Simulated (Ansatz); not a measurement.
**TiC: point defects**

Start from a 16-atom supercell of TiC in the rock salt structure (space group Fm-3m, No. 225; a = 4.3330 Å) at its relaxed geometry.

One neutral defect a cell, atoms relaxed at fixed cell.

All numbers come from PBE (Ansatz, a first-principles code; PAW; 420 eV plane waves; no spin-orbit coupling).

```tsv
case	pressure	largest displacement of a host atom from its site in the perfect cell
perfect supercell	0.0 GPa	–
Sn on a C site, symmetric start	31.9 GPa	0.18 Å
H interstitial (started 1.69 Å from the nearest host atom)	2.5 GPa	0.04 Å
C interstitial (started 1.69 Å from the nearest host atom)	12.8 GPa	0.26 Å
Ti on a C site (antisite)	19.4 GPa	0.30 Å
C vacancy	-0.7 GPa	0.06 Å
```

The cell is small, so the values are those of an ordered compound at a high defect concentration; dilute-limit values will differ. Defects with a symmetric start kept the site's symmetry and may sit on a saddle; the others started slightly shaken. The final runs are not spin-polarised.
